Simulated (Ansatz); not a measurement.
The reference is TiC in the rock salt structure (space group Fm-3m, No. 225; a = 4.293 Å).

All numbers come from PBEsol/PAW in Ansatz (an electronic-structure program), scalar-relativistic without spin-orbit coupling.

For the base:

Lattice parameter a: 4.293 Å

One thing is altered: full substitution C → B, then cell and atoms are relaxed.

Tabulated Pauling electronegativity and covalent radius: C 2.55, 0.76 Å; B 2.04, 0.84 Å.

Q: How does this affect the lattice parameter a?

A: The lattice parameter a goes up by 0.196 Å, from 4.293 Å to 4.489 Å.

No phonon test of stability was made. As relaxed here, TiB is a hypothetical phase, not in the database extracts checked. All final runs are without spin polarisation. An odd electron count without spin: TiB.
